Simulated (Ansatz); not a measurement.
Take Bi$_{2}$Te$_{2}$Se (space group R-3m, No. 166; a = 4.3037 Å, c = 30.8426 Å (hexagonal axes); a cell from a computed database, its experimental status unchecked) as the base.

Modification: a free-standing slab of 1 layer (5 atoms, 5 a layer) is cut normal to the stacking axis, with 15 Å of vacuum and the in-plane cell relaxed.

Levels (all Ansatz, an electronic-structure program, PAW): r2SCAN+rVV10 (500 eV, no SOC); HSE06 (420 eV, spin-orbit coupling left out).

The geometry is relaxed with r2SCAN+rVV10.

| Property | Value |
|---|---|
| r2SCAN+rVV10 band gap | 1.15 eV |

How does going to HSE06 change the band gap?

The band gap goes up by 0.20 eV, from 1.15 eV to 1.35 eV.

Single points use the geometry relaxed with r2SCAN+rVV10. The hybrid gap comes from the SCF mesh plus the semilocal run's edge points and a few special points and is an upper bound. Spin-orbit coupling, missing from the scalar runs, can matter with Bi and Te. Stability against distortions was not tested.
